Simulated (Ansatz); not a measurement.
Here is the system:

```yaml
crystal:
  lattice:
    - [3.93764, 0.00000, 0.00000]
    - [0.00000, 3.93764, 0.00000]
    - [0.00000, 0.00000, 7.70169]
  atoms:
    - { symbol: Ta, position: [0.00000, 0.00000, 0.00000] }
    - { symbol: Ta, position: [0.00000, 0.00000, 0.50000] }
    - { symbol: O, position: [0.00000, 0.00000, 0.25000] }
    - { symbol: O, position: [0.00000, 0.00000, 0.75000] }
    - { symbol: O, position: [0.50000, 0.00000, 0.00000] }
    - { symbol: O, position: [0.00000, 0.50000, 0.50000] }
    - { symbol: F, position: [0.00000, 0.50000, 0.00000] }
    - { symbol: F, position: [0.50000, 0.00000, 0.50000] }
```

No spin polarisation.

Level of theory: plane-wave PAW DFT at the PBEsol level (Ansatz, an electronic-structure program, 420 eV), spin-orbit coupling left out. Settings: 8×8×5 k-points, 0.05 eV Fermi–Dirac smearing.

Problem. Estimate the smallest direct gap.

Solution. 2.52 eV.

Problem. What is the computed width of the top valence band?

Solution. 0.90 eV.

Problem. What gap character does the calculation give?

Solution. Indirect, R → Γ.

Spin-orbit coupling, missing from the scalar runs, can matter with Ta. Load acts through the strain it causes; cell and atoms are relaxed under it. Whether these cells are dynamically stable was not tested. The cell was made from TaO₂F (space group P4_2/mmc, No. 131; a cell from a computed database, its experimental status unchecked) by this change: pressure 0.7 GPa.
